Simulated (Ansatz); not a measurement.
Consider Cu in the fcc (Cu type) structure (space group Fm-3m, No. 225; a = 3.6299 Å; relaxed with 0.1 eV smearing).

Level of theory: plane-wave PAW DFT at the PBE level (Ansatz, an electronic-structure program, 420 eV), scalar-relativistic without spin-orbit coupling.

Strains are applied to the cell and any free atomic positions relax.

One change was made to it. Results:

| quantity | base | after |
|---|---|---|
| energy relative to the base (free energy F) | 0 meV/atom | +1.2 meV/atom |
| pressure | 0.0 GPa | -2.0 GPa |

**Question.** Which change produced these results?
A) isotropic strain +0.50 %
B) isotropic strain +1.50 %
C) isotropic strain +1.00 %

**Answer.** A, isotropic strain +0.50 %. For comparison, the energy relative to the base in the other runs: isotropic strain +1.50 % gives +10 meV/atom; isotropic strain +1.00 % gives +4.5 meV/atom.

Stability against distortions was not tested. The final runs are not spin-polarised.
